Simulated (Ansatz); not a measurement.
Take ZnF2 in the rutile structure (space group P4_2/mnm, No. 136; a = 4.717 Å, c = 3.129 Å) as the base.

Level of theory: PBEsol (Ansatz, a first-principles code, PAW, scalar-relativistic without spin-orbit coupling).

Base values:

The shortest interatomic distance comes out as 2.027 Å.

Perturbation: a hydrostatic pressure of 15 GPa.

Question: What happens to the hole mass?

Answer: The hole mass amounts to 2.0 mₑ along c, 2.9 mₑ across (at Γ).

Question: What happens to the shortest interatomic distance?

Answer: The shortest interatomic distance drops by 0.096 Å (2.027 Å → 1.931 Å).

The levels and masses belong to the bands next to the band gap. Load acts through the strain it causes; cell and atoms are relaxed under it. Effective masses come from finite differences of ±0.01 Å⁻¹. Stability against distortions was not tested. No other phases were tried under pressure.
